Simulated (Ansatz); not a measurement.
How the bulk modulus of GaN (model structure, started from the WC type, P-6m2, No. 187, 2 atoms in the cell) moves with the method

No measured value is used here.

```tsv
level (code)	value (GPa)	cell (Å³/atom)
LDA (Ansatz)	205	9.66
PBEsol (Ansatz)	?	9.94
r²SCAN (Ansatz)	204	9.90
```

Problem. What belongs in the gaps?

Solution. 
- PBEsol (Ansatz, an electronic-structure program), value (GPa): 191

LDA, PBEsol, r²SCAN: the bulk modulus is −V dP/dV from two relaxed cells at ±2 % in volume. Each level is taken at its own relaxed cell. Cutoffs differ between the levels. Ansatz's density-functional and Hartree–Fock values are scalar-relativistic unless marked +SOC, with PAW data made under PBE.

A model structure was made by putting elements into a prototype or built by hand; it is no filed structure, need not be a known phase, and can be a saddle point held by its symmetry.
